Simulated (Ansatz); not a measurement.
The reference is HgTe in the zinc blende structure (space group F-43m, No. 216; a = 6.5098 Å).

Perturbation: a hydrostatic pressure of 5 GPa.

Levels (all Ansatz, a program for electronic structure, PAW): PBEsol (420 eV, no SOC); r2SCAN (500 eV, no spin-orbit coupling).

The geometry is relaxed with PBEsol.

* **PBEsol pressure**: 5.0 GPa

Q: What does r2SCAN give at this geometry for the pressure?

A: The pressure increases by 1.7 GPa, from 5.0 GPa to 6.7 GPa.

Single points use the geometry relaxed with PBEsol. Their cutoffs differ, which shifts pressures a little. Load acts through the strain it causes; cell and atoms are relaxed under it. No phonon test of stability was made. Tetrahedral semiconductors of this kind turn to denser phases somewhere between about 1 and 50 GPa; those were not computed, so compressed cells here can lie past the real transition. The final runs are not spin-polarised.
